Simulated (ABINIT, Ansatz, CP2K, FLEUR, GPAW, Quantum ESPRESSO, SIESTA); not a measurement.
## One structure in several programs: Ga (Cmce, 4 atoms in the cell)

Self-consistent single point.

```xyz
4
Lattice="2.2600 -3.8300 0.0000 2.2600 3.8300 0.0000 0.0000 0.0000 4.5300" Properties=species:S:1:pos:R:3 pbc="T T T"
Ga     2.2600     2.6435     4.1631
Ga     2.2600     1.1865     1.8981
Ga     2.2600    -1.1865     2.6319
Ga     2.2600    -2.6435     0.3669
```

All programs got the same cell, k-point mesh and kind of occupations (in Ansatz's words: kpoints.mp_grid.grid = 4 4 4; scf.occupations.method = gaussian; scf.occupations.width = 0.272 eV); potentials, basis and cutoffs are each program's usual ones.

| code | model | pressure (GPa) | largest force (eV/Å) | k-points | cutoff |
|---|---|---|---|---|---|
| ABINIT | PBE, PAW (JTH v2.0 PBE PAW) | 1.98 | 0.255 | 21 | 20 Ha |
| CP2K | PBE, GPW, DZVP-MOLOPT-SR-GTH basis, GTH-PBE potentials (GTH_POTENTIALS) | 2.22 | 0.150 | 36 | grid 600 Ry |
| FLEUR | PBE, all-electron FLAPW (FLEUR), scalar-relativistic valence | – | 0.262 | 21 | Kmax 3.6 1/bohr |
| GPAW | PBE, GPAW PAW datasets PBE (gpaw-data 1.0.1) | 2.60 | 0.251 | 21 | 550 eV |
| Ansatz | PBE, default PAW files | 1.88 | 0.254 | 21 | default |
| Quantum ESPRESSO | PBE, PseudoDojo standard norm-conserving (PBE) pseudopotentials | 2.00 | 0.258 | 21 | 80 Ry |
| SIESTA | GGA PBE, numerical atomic orbitals TZP, PseudoDojo PBE standard norm-conserving potentials (rewritten from UPF to PSML) | 2.29 | 0.176 | 44 | grid 400 Ry |

A dash marks a value that a program does not give, or that is left out as unsure.

The spread over the programs that give each value: pressure within 0.72 GPa; largest force within 0.112 eV/Å.

The starting cell has typed, rounded lattice constants, without a prior relaxation at this level. On Ansatz's run: Without a gap this mesh is coarse (it stands for a supercell whose shortest vector is 18 Å).

Task: Why do the programs differ, and what cannot be compared?

Result: Differences of this kind can come from the potentials, where these differ, and from what each basis and cutoff leave unconverged. The valence holds different numbers of electrons (ABINIT 52, CP2K 52, FLEUR 52, GPAW 12, Ansatz (an electronic-structure program) 52, Quantum ESPRESSO 52, SIESTA 52). The zero of total energies and Fermi levels follows the potentials and each program's conventions, so they are not compared here. CP2K and SIESTA use small atom-centred bases, whose incompleteness enters pressures, forces and empty levels differently from a plane-wave cutoff. FLEUR treats all electrons, but the usual bases taken here (sphere radii, linearisation, local orbitals, empty states) were not tested for convergence, so the values are no reference for the others. Ansatz's pressure is given at a fixed set of plane waves, as the other plane-wave codes print theirs; with its correction for the finite basis it is 1.93 GPa. The programs reduce the same mesh by symmetry to different extents, which changes the work and not the result. In the force vectors, CP2K (by 0.128) and SIESTA (by 0.089) lie more than 0.08 eV/Å from the median of the plane-wave programs.

The shared mesh is coarse (it stands for a supercell whose shortest vector is 18 Å), so the values are not converged in it.

Left out of this page: Elk (not drawn, or without a comparable value).

Keys are those of Ansatz 0.2.
